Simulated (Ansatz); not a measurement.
Start from YPd₂B₂C (space group I4/mmm, No. 139; a = 3.729 Å, c = 10.702 Å; a cell from a computed database, its experimental status unchecked).

It is then changed as follows: every Y is replaced by Tl; the structure is relaxed again.

Levels (all Ansatz, a quantum-chemistry and plane-wave program, PAW): PBEsol (420 eV, no spin-orbit coupling); PBEsol+SOC (420 eV, spin-orbit coupling included).

The geometry is relaxed with PBEsol.

- PBEsol pressure: 0.0 GPa

Q: Predict the pressure from PBEsol+SOC.

A: The pressure goes from zero to -0.3 GPa.

Single points use the geometry relaxed with PBEsol. The spin-orbit shifts are approximate. No phonon test of stability was made. As relaxed here, TlPd2B2C is a hypothetical phase, not in the database extracts checked. The runs without spin-orbit coupling are not spin-polarised. An odd electron count without spin: TlPd2B2C and YPd2B2C.
